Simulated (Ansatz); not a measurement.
Take AlN (space group P4_2/mnm, No. 136; a = 5.2943 Å, c = 3.1090 Å; a hypothetical phase, not in the database extracts checked) as the base.

It is then changed as follows: the cell is scaled by 1.0223 in all directions; the atoms relax in the strained cell.

Levels (all Ansatz, a first-principles code, PAW): PBEsol (420 eV, no spin-orbit coupling); r2SCAN (500 eV, scalar-relativistic without spin-orbit coupling).

The geometry is relaxed with PBEsol.

- PBEsol smallest direct gap = 3.31 eV
- PBEsol band gap = 3.30 eV
- PBEsol pressure = -11.11 GPa

Question: How does going to r2SCAN change the smallest direct gap, band gap and pressure?

Answer: The smallest direct gap increases by 0.655 eV, from 3.31 eV to 3.97 eV; the band gap grows by 0.656 eV (3.30 eV → 3.95 eV); the pressure decreases by 1.575 GPa to -12.69 GPa.

Single points use the geometry relaxed with PBEsol. Their cutoffs differ, which shifts pressures a little. Semilocal Kohn–Sham gaps tend to fall short of experiment. No phonon test of stability was made.
